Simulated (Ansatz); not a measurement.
Take SiC in the wurtzite structure (space group P6_3mc, No. 186) as the base.

```xyz
4
Lattice="3.0564 0.0000 0.0000 -1.5282 2.6469 0.0000 0.0000 0.0000 5.0158" Properties=species:S:1:pos:R:3 pbc="T T T"
Si     0.0000     1.7646     5.0138
Si     1.5282     0.8823     2.5059
C      0.0000     1.7646     1.8830
C      1.5282     0.8823     4.3909
```

All numbers come from Kohn–Sham DFT with the LDA functional, run in Ansatz (a program for electronic structure) with PAW and 420 eV plane waves, spin-orbit coupling left out.

Base values:

| Property | Result |
|---|---|
| Pressure | 0.00 GPa |
| Gap character | indirect, Γ → K |
| Band gap | 2.13 eV |

Perturbation: every lattice vector is stretched by 1.80 %; the atoms relax in the strained cell.

Question: Predict the new pressure, gap character and band gap.

Answer: The pressure (mean of the normal stresses, compression positive) goes from zero to -11.11 GPa; the gap character is still indirect, Γ → K; the band gap goes up by 0.10 eV (2.13 eV → 2.23 eV).

No phonon test of stability was made.
